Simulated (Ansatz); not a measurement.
Ansatz (a quantum-chemistry and plane-wave program) run on Ag (P6_3/mmc, 2 atoms in the cell): zone-centre phonon calculation.

Level of theory: LDA (PW92), default PAW files made with PBE (plane waves; Ansatz).

```
Ag
1.0
    2.90769     0.00000     0.00000
   -1.45384     2.51813     0.00000
    0.00000     0.00000     4.67815
Ag
2
Direct
  0.33333   0.66667   0.25000
  0.66667   0.33333   0.75000
```

Reference input (self-consistent single point, DFT, LDA (PW92), plane waves, default PAW files made with PBE): basis.ecutwfc = 30.9 Ry; kpoints.mp_grid.grid = 13 13 7; hamiltonian.xc = lda; hamiltonian.pseudopotentials = {kind: paw} (the program's default PAW files); scf.occupations.method = gaussian; scf.occupations.width = 0.0073 Ry. This run's input differs from it in these lines:

Ansatz 0.2 input:
```diff
@@ -10,3 +10,3 @@
 basis:
-  ecutwfc: 30.9 Ry
+  ecutwfc: 46.3 Ry
 kpoints:
@@ -22,6 +22,4 @@
     width: 0.0073 Ry
-output:
-  forces: true
-  eigenvalues: true
-  stress: true
+phonons:
+  method: dfpt
```

Log, with long lists cut:

```
SCF iter   1: F=—  HF=-14916.258201 eV  |F-HF|=—  |Δ(HF+E_count)|=         —  Δρ=1.43e-2  dr2=5.94e-2  ethr=1.77e-3  ⟨swp⟩=4.7  Hψ=16698  notcnv=0
all-band conjugate gradients solve this SCF's bands
preconditioner: auto → Kerker (q_TF=auto, 2.776 Å⁻¹)
SCF iter   2: F=—  HF=-14916.242113 eV  |F-HF|=—  |Δ(HF+E_count)|=   1.61e-2  Δρ=4.32e-3  dr2=3.77e-3  ethr=1.56e-4  ⟨swp⟩=2.9  Hψ=8602  notcnv=0  defer=1
   [... lines left out ...]
SCF iter   5: F=—  HF=-14916.240871 eV  |F-HF|=—  |Δ(HF+E_count)|=   1.04e-5  Δρ=2.35e-5  dr2=1.64e-7  ethr=1.67e-8  ⟨swp⟩=3.0  Hψ=8728  notcnv=0  defer=1
SCF iter   6: F=—  HF=-14916.240861 eV  |F-HF|=—  |Δ(HF+E_count)|=   1.02e-5  Δρ=3.41e-6  dr2=3.68e-9  ethr=4.31e-10  ⟨swp⟩=2.2  Hψ=6776  notcnv=0  defer=1
SCF iter   7: F=—  HF=-14916.240861 eV  |F-HF|=—  |Δ(HF+E_count)|=  5.98e-10  Δρ=7.64e-7  dr2=2.34e-10  ethr=9.69e-12  ⟨swp⟩=2.5  Hψ=6858  notcnv=0  defer=1
SCF iter   8: F=-14916.240861 eV  HF=-14916.240861 eV  |F-HF|=9.09e-12  |Δ(HF+E_count)|=  5.46e-11  Δρ=1.81e-7  dr2=9.00e-12  ethr=1.00e-12  ⟨swp⟩=4.2  Hψ=20353  notcnv=0
SCF 1 converged in 8 iterations: F = -14916.240861 eV  dr2 = 9.00e-12
DFPT response loops at Γ: preconditioner auto → Kerker (q_TF=auto, 2.776 Å⁻¹) (partly filled bands, converged f_vac=0.000) …
Free energy (F): -14916.240861 eV
Internal energy: -14916.237980 eV  (E = F + TS)
E sigma→0 (E₀):  -14916.239420 eV
Entropy (-TS):   -0.002881 eV (-1.440 meV/atom)
Fermi energy:    16.910923 eV
--- Phonons (Γ-DFPT): 2 representative perturbations + reference, on 196 of 1183 k-points (Σ response iterations 6) ---
  k mesh reduced under 4 symmetry operations, with k and −k counted as one. Each operation leaves every solved displacement unchanged or reverses it
  ASR residual: 2.113e-4 → 0.000e0 eV/Å²; symmetrization residual: 2.320e-12 eV/Å²
  ASR residual per site (eV/Å²): 2.11e-4 2.11e-4
  Γ frequencies (cm⁻¹): 0.00 0.00 0.00 67.21 67.21 161.88
  non-analytic LO–TO correction: not included (Born effective charges unavailable; polar crystals: no LO–TO splitting at Γ)
```

The run converged in 8 iterations. 

Summary of the result:
```
Item                                                                    Result
--------------------------------------------------------  --------------------
Free energy E − TS (on the zero of these files)                 -14916.2409 eV
Fermi level (on the code's own zero)                                  16.91 eV
Zone-centre frequencies (cm⁻¹; negative means imaginary)  0, 0, 0, 67, 67, 162
```

The starting cell comes from a database of computed structures (which also holds hypothetical and non-ambient phases and stackings), without a prior relaxation at this level. Its lattice was rescaled by up to half a per cent.

Cost on one core of a shared machine: roughly 40 s.
